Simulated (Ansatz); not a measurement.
**Zinc-blende LiH (model structure)**

The numbers are results of PBEsol (plane waves, PAW; Ansatz, a first-principles code), not measurements.

Numerical settings: plane-wave cutoff 500 eV, 12×12×12 k mesh, gaussian smearing 0.02 eV, scalar-relativistic PAW data made under PBE.

Cell (relaxed at this level):

```
LiH
1.0
    0.00000     2.12876     2.12876
    2.12876     0.00000     2.12876
    2.12876     2.12876     0.00000
Li H
1 1
Cartesian
  0.00000   0.00000   0.00000
  1.06438   1.06438   1.06438
```

For zinc-blende LiH (model structure), the band gap comes out as 4.01 eV (on the SCF k mesh).

Note: the relaxation could raise the start's symmetry but not lower it, so the cell can be a saddle point.

Static lattice: no zero-point or thermal effects.

A model structure was made by putting elements into a prototype or built by hand; it is no filed structure, need not be a known phase, and can be a saddle point held by its symmetry.
